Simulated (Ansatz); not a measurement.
Ir (model structure, Im-3m, No. 229, 1 atom in the cell) was calculated with r²SCAN (plane waves, PAW; Ansatz, a program for electronic structure).

Numerical settings: plane-wave cutoff 560 eV, 26×26×26 k mesh, Fermi–Dirac smearing 0.05 eV, no spin polarisation, scalar-relativistic PAW data made under PBE.

Cell (relaxed at this level):

```yaml
crystal:
  lattice:
    - [-1.54383, 1.54383, 1.54383]
    - [1.54383, -1.54383, 1.54383]
    - [1.54383, 1.54383, -1.54383]
  atoms:
    - { symbol: Ir, position: [0.00000, 0.00000, 0.00000] }
```

Task: Estimate the bulk modulus that the calculation returns.

Result: 
bulk modulus: 334 GPa

Note: the run has no spin polarisation, so it can have missed a magnetic state; the bulk modulus is −V dP/dV from two relaxed cells at ±2 % in volume; the relaxation could raise the start's symmetry but not lower it, so the cell can be a saddle point.

Spin–orbit coupling is not included.

Computed values are for the static lattice.

The result took roughly 70 core-seconds.

A model structure was made by putting elements into a prototype or built by hand; it is no filed structure, need not be a known phase, and can be a saddle point held by its symmetry.
